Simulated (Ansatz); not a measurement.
The cell is built on a prototype and need not be the phase stable at ambient conditions.

By r2SCAN, the system below comes out a metal.

The ballistic (Sharvin) conductance counts the channels at the Fermi level: G/A = (e²/h) × channels of both spins per area.

Here is the system:

```
CELL_PARAMETERS angstrom
      3.54271     0.00000     0.00000
      0.00000     5.01015     0.00000
      0.00000     2.50507     2.50507
ATOMIC_POSITIONS crystal
  Ga 0.00000 0.00000 0.00000
  Sb 0.50000 0.50000 0.00000
```

Space group of this cell: Pm-3m, CsCl type. The cell was relaxed by PBE-D3(BJ); by r2SCAN its mean pressure is 2.0 GPa.

The current flows along the normal of the first two printed cell vectors. No spin-orbit coupling; the value is a mean over 0.1 eV about the Fermi level.

### Question
Compute, with r2SCAN (Ansatz, a first-principles code), the ballistic conductance per area.

### Answer
1.3 × 10¹⁵ S/m² for both spins.
